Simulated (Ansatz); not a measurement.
Base system: CdSe in the wurtzite structure (space group P6_3mc, No. 186; a = 4.248 Å, c = 6.941 Å). Axes: x lies along a and z along c of the hexagonal cell.

One thing is altered: tensile biaxial strain of 3.00 % in the plane normal to [001], as in epitaxy on a mismatched substrate; the out-of-plane cell vector and the atoms relax.

The values are results of DFT with LDA, PAW potentials and a 420 eV plane-wave cutoff in Ansatz (an electronic-structure program), scalar-relativistic without spin-orbit coupling, not measurements.

Base, band edges from the VBM (valence, conduction): K -1.83, 3.96; H -1.23, 3.63; M -0.82, 3.09; L -1.46, 2.74; A -0.43, 2.23; Γ 0.00, 0.46 eV.

Q: Give the band edges at the high-symmetry points of the new zone, measured from its valence-band maximum.

A: 
```json
[
 {"point": "Γ", "valence edge (eV)": "0.00", "conduction edge (eV)": "0.35"},
 {"point": "M", "valence edge (eV)": "-0.89", "conduction edge (eV)": "2.83"},
 {"point": "K", "valence edge (eV)": "-1.77", "conduction edge (eV)": "4.26"},
 {"point": "A", "valence edge (eV)": "-0.57", "conduction edge (eV)": "2.01"},
 {"point": "L", "valence edge (eV)": "-1.25", "conduction edge (eV)": "2.79"},
 {"point": "H", "valence edge (eV)": "-0.99", "conduction edge (eV)": "3.77"}
]
```

The gap is 0.35 eV, direct at Γ.

Whether these cells are dynamically stable was not tested.
